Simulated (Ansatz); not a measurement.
**Habitual settings against a tight run: CdAg (Pm-3m, 2 atoms in the cell)**

Self-consistent single point.

```yaml
crystal:
  lattice:
    - [3.36580, 0.00000, 0.00000]
    - [0.00000, 3.36580, 0.00000]
    - [0.00000, 0.00000, 3.36580]
  atoms:
    - { symbol: Cd, position: [0.50000, 0.50000, 0.50000] }
    - { symbol: Ag, position: [0.00000, 0.00000, 0.00000] }
```

Method of the run: LDA (PW92), PAW files made with PBE (plane waves; Ansatz, a quantum-chemistry and plane-wave program).

Base settings: basis.ecutwfc = 420 eV; kpoints.mp_grid.grid = 13 13 13; hamiltonian.xc = lda; hamiltonian.pseudopotentials = {kind: paw} (the program's default PAW files); scf.occupations.method = gaussian; scf.occupations.width = 0.272 eV.

Tight run (finer mesh or higher cutoff; not a proven limit): basis.ecutwfc: 420 eV → 590 eV; kpoints.mp_grid.grid: 13 13 13 → 18 18 18; scf.convergence.dr2_threshold: default (1e-07 eV) → 1e-09 eV. It gave Fermi level (on the code's own zero) 15.68 eV; pressure -8.01 GPa.

Quick runs, as changes from the base:
- A: the base itself
- B: basis.ecutwfc: 420 eV → 295 eV; kpoints.mp_grid.grid: 13 13 13 → 4 4 4; hamiltonian.xc: lda → pbesol; scf.occupations.method: gaussian → fermi_dirac [PBEsol]
- C: basis.ecutwfc: 420 eV → 250 eV; kpoints.mp_grid.grid: 13 13 13 → 6 6 6; scf.convergence.dr2_threshold: default (1e-07 eV) → 0.0001 eV
- D: basis.ecutwfc: 420 eV → 295 eV; kpoints.mp_grid.grid: 13 13 13 → 8 8 8; scf.occupations.method: gaussian → methfessel_paxton; scf.occupations.width: 0.272 eV → 0.5 eV
- E: basis.ecutwfc: 420 eV → 250 eV; kpoints.mp_grid.grid: 13 13 13 → 1 1 1; kpoints.mp_grid.shift: default → 0.5 0.5 0.5; scf.convergence.dr2_threshold: default (1e-07 eV) → 0.0001 eV
- F: basis.ecutwfc: 420 eV → 210 eV; kpoints.mp_grid.grid: 13 13 13 → 2 2 2

Energies are extrapolated to zero smearing width, which holds to low order in the width alone.

Dashes: energy of B, another energy zero.

† marks runs with another functional, U, potentials or spin treatment: their distance from the tight run is not a convergence error alone.

The count of work is k-points × plane waves × bands × iterations; it is no time. 

Pressures in the table are Ansatz's without its Pulay estimate, at a fixed set of plane waves; the tight run's value above holds the estimate.

The starting cell comes from a database of computed structures (which also holds hypothetical and non-ambient phases and stackings), without a prior relaxation at this level. Its lattice was rescaled by a random factor within 2.5 % of one. In the base run, with a pressure of about -8 GPa the cell is away from its equilibrium volume at this level.

```
run  energy less tight (meV/atom)  pressure less tight (GPa)  count of work / tight
---  ----------------------------  -------------------------  ---------------------
A                             1.9                      -0.01                   0.20
B†                              –                      -5.77                  0.016
C                          1022.8                     -61.67                  0.017
D                            99.8                      -9.53                  0.055
E                          9508.7                      42.64                0.00097
F                          5672.4                    -262.52                 0.0033
```

Among the runs at the tight run's level, the energy misses run from 1.9 to 9508.7 meV/atom.

Keys are those of Ansatz 0.2.
